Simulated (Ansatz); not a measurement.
The reference is MgS in the rock salt structure (space group Fm-3m, No. 225; a = 5.155 Å).

Levels (all Ansatz, a first-principles code, PAW): PBE-D3(BJ) (420 eV, no spin-orbit coupling); r2SCAN (500 eV, no spin-orbit coupling).

The geometry is relaxed with PBE-D3(BJ).

| Property | Result |
|---|---|
| PBE-D3(BJ) hole mass | 0.26, 0.92, 0.92 mₑ (at Γ) |
| PBE-D3(BJ) electron mass | 0.53 mₑ along k, 0.29 mₑ across (at X) |
| PBE-D3(BJ) lowest conduction level above the VBM at special points | X 2.85 eV; Γ 3.95 eV; K 3.95 eV; U 3.95 eV |

Problem. How does going to r2SCAN change the hole mass, electron mass and lowest conduction level above the VBM at special points?

Solution. The hole mass (degenerate bands, along [100]) goes from 0.26, 0.92, 0.92 mₑ (at Γ) to 0.28, 0.91, 0.91 mₑ (at Γ); the electron mass changes from 0.53 mₑ along k, 0.29 mₑ across (at X) to 0.53 mₑ along k, 0.30 mₑ across (at X); the lowest conduction level above the VBM at special points changes from X 2.85 eV; Γ 3.95 eV; K 3.95 eV; U 3.95 eV to X 3.52 eV; Γ 4.88 eV; K 4.59 eV; U 4.59 eV.

Single points use the geometry relaxed with PBE-D3(BJ). The levels and masses belong to the bands next to the band gap. Masses are band curvatures over ±0.01 Å⁻¹ around the edge. Along k means along the line from Γ to the band edge. Whether these cells are dynamically stable was not tested. The base started in Pnma and relaxed to Fm-3m at this level.
